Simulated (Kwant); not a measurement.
Model: Hückel tight-binding model, one pz orbital an atom, one spin, coherent transport at 0 K (Kwant). Conductance is in e²/h.

Device: π system c1ccc2cccc2cc1 between two chain leads. The π system is taken as planar. Atoms are numbered from 0 in the order of the SMILES. Site energies (eV, carbon 0): [0.0, 0.0, 0.0, 0.0, 0.0, 0.0, 0.0, 0.0, 0.0, 0.0]. Bonds (i, j, β in eV): (0,1,-2.4) (1,2,-2.4) (2,3,-2.4) (3,4,-2.4) (4,5,-2.4) (5,6,-2.4) (6,7,-2.4) (7,8,-2.4) (8,9,-2.4) (9,0,-2.4) (7,3,-2.4). Leads: chains of hopping −3.6 eV, joined by −0.72 eV to atoms 2 and 5.

Site energies and bond integrals are typed Hückel values.

Sweep values stay those of the base run.

One input was changed, with this effect: transmission at E = 0 0.0036 → < 1e-12.

Which change was it?
A) contacts moved from atoms [2, 5] to [1, 6]
B) contacts moved from atoms [2, 5] to [0, 1]
C) contacts moved from atoms [2, 5] to [2, 6]
D) contacts moved from atoms [2, 5] to [0, 5]
E) contacts moved from atoms [2, 5] to [1, 8]
F) contacts moved from atoms [2, 5] to [4, 6]

C, contacts moved from atoms [2, 5] to [2, 6]
